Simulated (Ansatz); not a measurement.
# Converging the k-point mesh: Ti₂O (P3m1, 3 atoms in the cell)

```
CELL_PARAMETERS angstrom
      2.94522     0.00000     0.00000
     -1.47261     2.55063     0.00000
      0.00000     0.00000     4.80787
ATOMIC_POSITIONS crystal
  Ti 0.33333 0.66667 0.74045
  Ti 0.66667 0.33333 0.26995
  O  0.00000 0.00000 0.00000
```

Level of theory: LDA (PW92), default PAW files made with PBE (plane waves; Ansatz, an electronic-structure program).

Base settings: basis.ecutwfc = 420 eV; kpoints.mp_grid.grid = 13 13 7; hamiltonian.xc = lda; hamiltonian.pseudopotentials = {kind: paw} (the program's default PAW files); scf.occupations.method = fermi_dirac; scf.occupations.width = 0.1 eV.

The second cell is the first with its lattice scaled by 0.98.

Only quantities that move along the ladder and can be compared are tabulated.

The count of work is k-points × plane waves × bands × iterations; it is no time. Core times come from one kind of shared machine, to one figure; runs under 30 s give none.

The starting cell comes from a database of computed structures (which also holds hypothetical and non-ambient phases and stackings), without a prior relaxation at this level. Its lattice was rescaled by up to half a per cent. One atom was moved a little off its site on purpose. Spin polarisation is off, so a magnetic state, if there is one, cannot be reached. In the base run, with a pressure of about -8 GPa the cell is away from its equilibrium volume at this level. Ansatz's pressure includes its estimate of the finite-basis (Pulay) stress.

Steps (kpoints.mp_grid.grid): 2 2 1; 2 2 2; 3 3 2; 4 4 2; 5 5 3; 6 6 3; 7 7 4; 8 8 5; 9 9 5; 10 10 6; 11 11 6; 12 12 7; 13 13 7; 14 14 7; 15 15 8; 17 17 9; 18 18 10; 20 20 11; 23 23 12; 25 25 14; 28 28 15; 31 31 17; 34 34 18; 38 38 20; 42 42 23.

Question: What is the coarsest kpoints.mp_grid.grid that holds the forces within 0.02 eV/Å of the last step, with all finer ones?

Answer: 6 6 3, at 0.0047 of the last step's count of work; the step before is off by 0.033 eV/Å.

Question: What is the coarsest kpoints.mp_grid.grid that holds the pressure within 0.05 GPa of the last step, with all finer ones?

Answer: 7 7 4, at 0.0077 of the last step's count of work; the step before is off by 0.09 GPa.

Question: What is the coarsest kpoints.mp_grid.grid that holds the free energy within 0.5 meV/atom of the last step, with all finer ones?

Answer: 10 10 6, at 0.020 of the last step's count of work; the step before is off by 0.74 meV/atom.

| kpoints.mp_grid.grid | free energy less the last step's (meV/atom) | energy of the compressed cell less the first (meV/atom) | pressure (GPa) | largest difference of a force vector from the last step's (eV/Å) | count of work / last | core time / last (rough) |
|---|---|---|---|---|---|---|
| 2 2 1 | -73.05 | -6.53 | -7.62 | 0.395 | 0.00055 | – |
| 2 2 2 | 36.10 | -1.93 | -6.60 | 0.162 | 0.0011 | – |
| 3 3 2 | 18.21 | -5.80 | -7.38 | 0.096 | 0.0016 | – |
| 4 4 2 | -11.27 | -11.32 | -8.52 | 0.137 | 0.0022 | – |
| 5 5 3 | 2.55 | -10.45 | -8.32 | 0.033 | 0.0033 | – |
| 6 6 3 | 5.17 | -10.18 | -8.25 | 0.012 | 0.0047 | – |
| 7 7 4 | 0.41 | -10.42 | -8.31 | 0.007 | 0.0077 | – |
| 8 8 5 | -0.77 | -10.67 | -8.36 | 0.006 | 0.011 | – |
| 9 9 5 | -0.74 | -10.66 | -8.35 | 0.009 | 0.014 | – |
| 10 10 6 | -0.10 | -10.71 | -8.36 | 0.002 | 0.020 | – |
| 11 11 6 | -0.11 | -10.67 | -8.36 | 0.002 | 0.023 | – |
| 12 12 7 | 0.10 | -10.62 | -8.34 | 0.005 | 0.031 | – |
| 13 13 7 | 0.09 | -10.63 | -8.34 | 0.005 | 0.035 | – |
| 14 14 7 | 0.10 | -10.62 | -8.34 | 0.004 | 0.040 | – |
| 15 15 8 | -0.01 | -10.63 | -8.34 | 0.000 | 0.053 | – |
| 17 17 9 | -0.02 | -10.63 | -8.34 | 0.001 | 0.072 | – |
| 18 18 10 | 0.00 | -10.63 | -8.34 | 0.001 | 0.091 | – |
| 20 20 11 | 0.00 | -10.64 | -8.34 | 0.000 | 0.12 | – |
| 23 23 12 | 0.00 | -10.63 | -8.34 | 0.000 | 0.17 | 0.2 |
| 25 25 14 | 0.00 | -10.63 | -8.34 | 0.000 | 0.23 | 0.2 |
| 28 28 15 | 0.00 | -10.63 | -8.34 | 0.000 | 0.30 | 0.3 |
| 31 31 17 | 0.00 | -10.63 | -8.34 | 0.000 | 0.41 | 0.4 |
| 34 34 18 | 0.00 | -10.63 | -8.34 | 0.000 | 0.52 | 0.5 |
| 38 38 20 | 0.00 | -10.63 | -8.34 | 0.000 | 0.72 | 0.7 |
| 42 42 23 | 0.00 | -10.63 | -8.34 | 0.000 | 1.0 | 1 |

The energy difference between the two cells stays within 1 meV/atom of the last step's from 4 4 2 on, the total only from 7 7 4 on: much of the error is common to both cells and cancels.

Keys are those of Ansatz 0.2.
